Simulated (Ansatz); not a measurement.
The reference is Nb in the bcc (W type) structure (space group Im-3m, No. 229; a = 3.310 Å).

One thing is altered: a hydrostatic pressure of 15 GPa.

Levels (all Ansatz, a quantum-chemistry and plane-wave program, PAW): PBE (420 eV, spin-orbit coupling left out); r2SCAN (500 eV, scalar-relativistic without spin-orbit coupling).

The geometry is relaxed with PBE.

```
Item             Value
------------  --------
PBE pressure  15.0 GPa
```

With r2SCAN at the same geometry, the pressure falls by 1.1 GPa, from 15.0 GPa to 13.9 GPa.

Single points use the geometry relaxed with PBE. Their cutoffs differ, which shifts pressures a little. Load acts through the strain it causes; cell and atoms are relaxed under it. No phonon test of stability was made. Competing high-pressure phases were not computed. All final runs are without spin polarisation.
